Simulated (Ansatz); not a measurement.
## HfN under a change: pressure 1.5 GPa

The reference is HfN in the rock salt structure (space group Fm-3m, No. 225; a = 4.548 Å).

Modification: cell and atoms relaxed at a pressure of 1.5 GPa.

Calculations: PBE in Ansatz (plane waves to 420 eV, PAW, scalar-relativistic without spin-orbit coupling). k-mesh 18×18×18 (Γ-centred); smearing 0.05 eV (Fermi–Dirac).

```
quantity                              base      changed        shift
-----------------------------  -----------  -----------  -----------
volume per atom                   11.76 Å³     11.69 Å³     -0.07 Å³
density                        13.59 g/cm³  13.67 g/cm³  +0.08 g/cm³
lattice parameter a                4.548 Å      4.539 Å    -0.0085 Å
shortest interatomic distance      2.274 Å      2.270 Å     -0.004 Å
band gap                              zero         zero            –
```

Final structure:

```xyz
2
Lattice="0.0000 2.2697 2.2697 2.2697 0.0000 2.2697 2.2697 2.2697 0.0000" Properties=species:S:1:pos:R:3 pbc="T T T"
N      0.0000     0.0000     0.0000
Hf     2.2697     2.2697     2.2697
```

Cost of the whole job for the changed cell (relaxation, final SCF and bands): about 28 core-seconds (a rough figure).

Load acts through the strain it causes; cell and atoms are relaxed under it. Whether these cells are dynamically stable was not tested. All final runs are without spin polarisation. An odd electron count without spin: HfN.

Ansatz is a quantum-chemistry and plane-wave program.
